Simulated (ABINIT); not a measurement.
**Worked example: self-consistent single point of Cu3AsS4 (P-43m, 8 atoms in the cell) in ABINIT**

Computed with PBEsol, PAW (JTH v2.0 PBE PAW, files made for PBE) (plane waves; ABINIT).

Input:

```
# Cu3AsS4, JTH v2.0 PBE PAW
pp_dirpath "./"
pseudos "Cu.GGA_PBE-JTH.xml, As.GGA_PBE-JTH.xml, S.GGA_PBE-JTH.xml"
acell 3*1.0 Angstrom
rprim
         5.1429810000    0.0000000000    0.0000000000
         0.0000000000    5.1429810000    0.0000000000
         0.0000000000    0.0000000000    5.1429810000
natom 8
ntypat 3
znucl 29 33 16
typat 1 1 1 2 3 3 3 3
xcart
         0.0000000000    4.8594127771    4.8594127771
         4.8594127771    0.0000000000    4.8594127771
         4.8594127771    4.8594127771    0.0000000000
         0.0000000000    0.0000000000    0.0000000000
         2.4557528410    7.2630727131    7.2630727131
         7.2630727131    7.2630727131    2.4557528410
         7.2630727131    2.4557528410    7.2630727131
         2.4557528410    2.4557528410    2.4557528410
ecut 30
pawecutdg 60
pawxcdev 0
ixc -116133
occopt 3
tsmear 0.1 eV
nband 60
kptopt 1
ngkpt 7 7 7
nshiftk 1
shiftk 0 0 0
nstep 60
toldfe 1.0e-09
prtwf 0
prtden 0
```

Output, abridged:

```
 Symmetries : space group P-4 3 m (#215); Bravais cP (primitive cubic)

 -outvars: echo values of preprocessed input variables --------
            acell      1.8897261329E+00  1.8897261329E+00  1.8897261329E+00 Bohr
             ecut      3.00000000E+01 Hartree
              ixc     -116133
         kptrlatt        7    0    0      0    7    0      0    0    7
          kptrlen      6.80317792E+01
            natom           8
            nband          60
            ngfft          48      48      48
          ngfftdg          72      72      72
             nkpt          20
            nstep          60
             nsym          24
           ntypat           3
           occopt           3
        pawecutdg      6.00000000E+01 Hartree
         pawxcdev           0
            rprim      5.1429810000E+00  0.0000000000E+00  0.0000000000E+00
                       0.0000000000E+00  5.1429810000E+00  0.0000000000E+00
                       0.0000000000E+00  0.0000000000E+00  5.1429810000E+00
          spgroup         215
           toldfe      1.00000000E-09 Hartree
           tsmear      3.67493254E-03 Hartree
            typat      1  1  1  2  3  3  3  3
           useylm           1
             xred      0.0000000000E+00  5.0000000000E-01  5.0000000000E-01
                       5.0000000000E-01  0.0000000000E+00  5.0000000000E-01
                       5.0000000000E-01  5.0000000000E-01  0.0000000000E+00
                       0.0000000000E+00  0.0000000000E+00  0.0000000000E+00
                       2.5268000108E-01  7.4731999892E-01  7.4731999892E-01
                       7.4731999892E-01  7.4731999892E-01  2.5268000108E-01
                       7.4731999892E-01  2.5268000108E-01  7.4731999892E-01
                       2.5268000108E-01  2.5268000108E-01  2.5268000108E-01
            znucl       29.00000   33.00000   16.00000

== DATASET  1 ==================================================================

 Real(R)+Recip(G) space primitive vectors, cartesian coordinates (Bohr,Bohr^-1):
 R(1)=  9.7188256  0.0000000  0.0000000  G(1)=  0.1028931  0.0000000  0.0000000
 R(2)=  0.0000000  9.7188256  0.0000000  G(2)=  0.0000000  0.1028931  0.0000000
 R(3)=  0.0000000  0.0000000  9.7188256  G(3)=  0.0000000  0.0000000  0.1028931
 Unit cell volume ucvol=  9.1799722E+02 bohr^3
 Angles (23,13,12)=  9.00000000E+01  9.00000000E+01  9.00000000E+01 degrees

 Coarse grid specifications (used for wave-functions):

 getcut: wavevector=  0.0000  0.0000  0.0000  ngfft=  48  48  48
         ecut(hartree)=     30.000   => boxcut(ratio)=   2.00310

 Fine grid specifications (used for densities):

 getcut: wavevector=  0.0000  0.0000  0.0000  ngfft=  72  72  72
         ecut(hartree)=     60.000   => boxcut(ratio)=   2.12460

   1.42088695E+04                                ecore*ucvol(ha*bohr**3)

_setup2: Arith. and geom. avg. npw (full set) are    7207.367    7207.351

--- !BeginCycle
solver: {iscf: 17, nstep: 60, nline: 4, wfoptalg: 10, }
tolerances: {toldfe: 1.00E-09, }
...

     iter   Etot(hartree)      deltaE(h)  residm     nres2
 ETOT  1  -742.15328401022    -7.422E+02 2.258E+00 3.391E+01
 ETOT  2  -748.72755234037    -6.574E+00 5.935E-02 1.745E+01
 ETOT  3  -748.69296663199     3.459E-02 2.352E-02 1.005E+01
 ETOT  4  -748.68124471456     1.172E-02 9.108E-03 1.763E+00
 ETOT  5  -748.68054309222     7.016E-04 9.914E-03 2.564E-01
 ETOT  6  -748.68046029673     8.280E-05 4.271E-03 1.945E-02
   [... 3 lines left out ...]
 ETOT 10  -748.68046579618    -1.699E-07 5.370E-04 4.154E-05
 ETOT 11  -748.68046576525     3.093E-08 6.859E-04 7.224E-06
 ETOT 12  -748.68046575917     6.080E-09 6.540E-04 1.108E-06
 ETOT 13  -748.68046575910     7.253E-11 5.609E-04 1.162E-07
 ETOT 14  -748.68046575923    -1.324E-10 5.201E-04 9.990E-09

 At SCF step   14, etot is converged :
  for the second time, diff in etot=  1.324E-10 < toldfe=  1.000E-09

 Cartesian components of stress tensor (hartree/bohr^3)
  sigma(1 1)= -1.59136838E-04  sigma(3 2)=  0.00000000E+00
  sigma(2 2)= -1.59136838E-04  sigma(3 1)=  0.00000000E+00
  sigma(3 3)= -1.59136838E-04  sigma(2 1)=  0.00000000E+00

 ----iterations are completed or convergence reached----

 reduced coordinates (array xred) for    8 atoms
       0.000000000000      0.500000000000      0.500000000000
       0.500000000000      0.000000000000      0.500000000000
       0.500000000000      0.500000000000      0.000000000000
       0.000000000000      0.000000000000      0.000000000000
       0.252680001081      0.747319998919      0.747319998919
       0.747319998919      0.747319998919      0.252680001081
       0.747319998919      0.252680001081      0.747319998919
       0.252680001081      0.252680001081      0.252680001081
 cartesian forces (eV/Angstrom) at end:
    1      0.00000000000000    -0.00000000000000     0.00000000000000
    2      0.00000000000000    -0.00000000000000     0.00000000000000
    3      0.00000000000000    -0.00000000000000     0.00000000000000
    4      0.00000000000000    -0.00000000000000     0.00000000000000
    5      0.17093457950400    -0.17093457950400    -0.17093457950400
    6     -0.17093457950400    -0.17093457950400     0.17093457950400
    7     -0.17093457950400     0.17093457950400    -0.17093457950400
    8      0.17093457950400     0.17093457950400     0.17093457950400
 frms,max,avg= 1.2086900E-01 1.7093458E-01   0.000E+00  0.000E+00  0.000E+00 e/A
 length scales=  1.889726132886  1.889726132886  1.889726132886 bohr
              =  1.000000000000  1.000000000000  1.000000000000 angstroms
 Fermi (or HOMO) energy (hartree) =   0.23363   Average Vxc (hartree)=  -0.38532
 Eigenvalues (hartree) for nkpt=  20  k points:
 kpt#   1, nband= 60, wtk=  0.00292, kpt=  0.0000  0.0000  0.0000 (reduced coord)
  -3.89214   -3.89214   -3.89214   -2.33558   -2.33558   -2.33558   -2.32957   -2.32957
  -2.32957   -2.32957   -2.32957   -2.32957   -1.13914   -1.13914   -1.13914   -1.13863
  -1.13863   -0.36405   -0.26788   -0.26788   -0.26788   -0.17762   -0.00403   -0.00403
   0.02145    0.02145    0.02145    0.06413    0.06413    0.06413    0.07483    0.07483
   0.07483    0.08994    0.13096    0.13096    0.13667    0.13667    0.13667    0.14166
   0.14169    0.14169    0.16164    0.16164    0.16164    0.22957    0.23705    0.23705
   0.23705    0.28446    0.28446    0.28446    0.34401    0.36851    0.36851    0.40220
   0.40220    0.40220    0.57071    0.60144
      occupation numbers for kpt#   1
   2.00000    2.00000    2.00000    2.00000    2.00000    2.00000    2.00000    2.00000
   2.00000    2.00000    2.00000    2.00000    2.00000    2.00000    2.00000    2.00000
   2.00000    2.00000    2.00000    2.00000    2.00000    2.00000    2.00000    2.00000
   2.00000    2.00000    2.00000    2.00000    2.00000    2.00000    2.00000    2.00000
   2.00000    2.00000    2.00000    2.00000    2.00000    2.00000    2.00000    2.00000
   2.00000    2.00000    2.00000    2.00000    2.00000    1.50231    0.56592    0.56592
   0.56592    0.00000    0.00000    0.00000    0.00000    0.00000    0.00000    0.00000
   0.00000    0.00000    0.00000    0.00000
 prteigrs : prtvol=0 or 1, do not print more k-points.

--- !EnergyTerms
comment             : Components of total free energy in Hartree
kinetic             :  5.49657337479175E+01
hartree             :  2.30296901245574E+02
xc                  : -2.50111317992217E+01
Ewald energy        : -3.76500086240599E+02
psp_core            :  1.54781181537289E+01
local_psp           : -5.57869987240378E+02
spherical_terms     : -9.00377282117335E+01
internal            : -7.48678180344712E+02
'-kT*entropy'       : -2.31570619186067E-03
total_energy        : -7.48680496050904E+02
total_energy_eV     : -2.03726323665364E+04
...

-Cartesian components of stress tensor (GPa)         [Pressure=  4.6820E+00 GPa]
- sigma(1 1)= -4.68196663E+00  sigma(3 2)=  0.00000000E+00
- sigma(2 2)= -4.68196663E+00  sigma(3 1)=  0.00000000E+00
- sigma(3 3)= -4.68196663E+00  sigma(2 1)=  0.00000000E+00

 Calculation completed.
```

The run converged in 14 iterations.

The starting cell comes from a database of computed structures (which also holds hypothetical and non-ambient phases and stackings), without a prior relaxation at this level. Its lattice was rescaled by a random factor within 2.5 % of one. Spin polarisation is off. The potentials were made for another functional than the one used. With a pressure of about 5 GPa the cell is away from its equilibrium volume at this level. The run gives no clean gap (levels at the Fermi energy touch, overlap or are partly filled at this smearing), which alone does not show that the compound is a metal.

Cost on one core of a shared machine: roughly 10 min.
